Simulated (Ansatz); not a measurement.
Start from LiF in the rock salt structure (space group Fm-3m, No. 225; a = 4.0077 Å).

The other end (x = 1) is NaF in the rock salt structure (space group Fm-3m, No. 225): 12.40 Å³/atom, gap 6.20 eV.

Method: PBEsol (Ansatz, a program for electronic structure, PAW, without spin-orbit coupling).

Na replaces a fraction x of Li; each row is one arrangement (x, atoms in the cell, starting space group or random), fully relaxed.

One change was made to it. Results:

The mixing energy comes out as +38 meV/atom; the deviation of the volume from the linear (Vegard-type) interpolation amounts to +1.0 %; the band gap drops by 1.27 eV, from 9.05 eV to 7.78 eV.

### Question
What was done to the base?
A) x(Na) = 0.75, 8 atoms, Pm-3m
B) x(Na) = 0.25, 8 atoms, C2/m
C) x(Na) = 0.75, 8 atoms, I4/mmm
D) x(Na) = 0.667, 6 atoms, P-3m1

### Answer
B, x(Na) = 0.25, 8 atoms, C2/m. For comparison, the band gap in the other runs: x(Na) = 0.75, 8 atoms, Pm-3m gives 6.55 eV; x(Na) = 0.75, 8 atoms, I4/mmm gives 6.54 eV; x(Na) = 0.667, 6 atoms, P-3m1 gives 6.70 eV.

These are small ordered cells, not random alloys; other orderings at the same x differ. No phonon test of stability was made.
